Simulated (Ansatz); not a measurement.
Phonon-limited resistivity of ScAl2 (Fd-3m) against temperature in μΩ·cm, PBEsol, DFPT electron-phonon coupling, linearised Boltzmann equation (Ansatz, a first-principles code), harmonic crystal at a fixed cell.

```json
[
 {"T": "50 K", "ρ": "0.27"},
 {"T": "77 K", "ρ": "1.42"},
 {"T": "100 K", "ρ": "(withheld)"},
 {"T": "150 K", "ρ": "(withheld)"},
 {"T": "200 K", "ρ": "11.0"},
 {"T": "250 K", "ρ": "14.9"},
 {"T": "273 K", "ρ": "16.6"},
 {"T": "300 K", "ρ": "18.6"},
 {"T": "350 K", "ρ": "22"},
 {"T": "400 K", "ρ": "26"},
 {"T": "500 K", "ρ": "33"},
 {"T": "600 K", "ρ": "39"}
]
```

Q: Some entries are withheld; supply them.

A: 
- 100 K, ρ: 3.0
- 150 K, ρ: 7.0

A metal at this level (no band gap). Only scattering by harmonic phonons is included (no impurities, grain boundaries, electron-electron scattering or thermal expansion). Spin-orbit coupling is left out. Halving the electron mesh (20x20x20) moves the resistivity by up to 7 %. Smearing 0.20 eV; phonons on a 3x3x3 q mesh, which this run doesn't test and which matters most at low temperature.

Computed structure with no diffraction record at hand here (it may be known, metastable or hypothetical): ScAl2 (Fd-3m).
